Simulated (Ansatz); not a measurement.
Take Ir in the fcc (Cu type) structure (space group Fm-3m, No. 225; a = 3.871 Å) as the base.

Computed with PBE (Ansatz, a program for electronic structure; PAW; 420 eV plane waves; scalar-relativistic without spin-orbit coupling), earlier PAW set.

For the base:

| Quantity | Result |
|---|---|
| Lattice parameter a | 7.314 bohr |

One thing is altered: full substitution Ir → Au, then cell and atoms are relaxed.

### Question
What happens to the lattice parameter a?

### Answer
The lattice parameter a goes up by 0.542 bohr, from 7.314 bohr to 7.856 bohr.

No phonon test of stability was made. The final runs are not spin-polarised.
